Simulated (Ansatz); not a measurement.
O interstitial started at a bond centre in beta Si3N4: one set of geometries, relaxed with PBE, evaluated in Ansatz (PAW, plane waves to 420 eV, 500 eV under r2SCAN) with PBE, r2SCAN.

Cell and caveats: 84-site cell; 2×2×2 shifted k-points; start: bond centre of Si(1,4-fold) and N(3,3-fold), 1.75 Å; charged states image-corrected; energies good to tenths of an eV; flagged in the runs: a host whose relaxation on this sampling wasn't shown to rest.

| quantity | PBE | r2SCAN |
|---|---|---|
| host gap (eV) | 4.25 | 4.90 |
| ε(0/−1) above the VBM (eV) | 1.69 | 1.82 |
| neutral formation energy against O2 molecule in a box (eV) | 1.67 | 1.61 |
| largest moment on one atom at charge −1 (μB) | 0.55 | 0.60 |

PBE narrows the gap by 0.65 eV against r2SCAN, the highest level run, and puts the levels 0.13 eV lower above the valence-band maximum on average.

Ansatz is a quantum-chemistry and plane-wave program.
